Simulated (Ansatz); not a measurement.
The reference is Sc in the hcp (Mg type) structure (space group P6_3/mmc, No. 194; a = 3.3295 Å, c = 5.1917 Å).

All numbers come from DFT with r2SCAN, PAW potentials and a 500 eV plane-wave cutoff in Ansatz (a program for electronic structure), scalar-relativistic without spin-orbit coupling.

One change was made to it. Results:

| quantity | base | after |
|---|---|---|
| density | 3.00 g/cm³ | 1.53 g/cm³ |
| c/a ratio | 1.559 | 1.645 |

**Question.** Which of these changes matches the shifts?
(A) Sc → Ca
(B) Sc → Y
(C) Sc → Tl
(D) Sc → Ti

**Answer.** A, Sc → Ca. For comparison, the density in the other runs: Sc → Tl gives 11.29 g/cm³; Sc → Ti gives 4.59 g/cm³; Sc → Y gives 4.41 g/cm³.

Stability against distortions was not tested. The final runs are not spin-polarised. This is not the structure that Ca has at room temperature and ambient pressure.
